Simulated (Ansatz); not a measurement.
Results of G0W0@PBEsol (hard PAW, contour deformation; Ansatz, a quantum-chemistry and plane-wave program) for Ba2BeN2 (model structure, started from the Ca2ZnN2 type, I4/mmm, No. 139, 5 atoms in the cell).

The same calculation (at the PBEsol cell, 19.794 Å³/atom) with different numerical settings; throughout: k mesh 2×2×2:

| run | response cutoff (eV) | empty bands | quasiparticle gap on the mesh (eV) | quasiparticle gap at Γ (eV) | rough time |
|---|---|---|---|---|---|
| 1 | 100 | 413 | 1.043 | 1.490 | 90 core-s |
| 2 | 150 | 758 | 1.171 | 1.616 | 5 core-min |
| 3 | 200 | 1168 | 1.243 | 1.685 | 10 core-min |
| 4 | 250 | 1632 | 1.282 | 1.723 | 30 core-min |

In the column quasiparticle gap on the mesh (eV) the first row differs from the last by -0.239 and the next to last by -0.039.

The last row is no converged limit: other settings stay fixed.

Spin–orbit coupling is not included.

A model structure was made by putting elements into a prototype or built by hand; it is no filed structure, need not be a known phase, and can be a saddle point held by its symmetry.
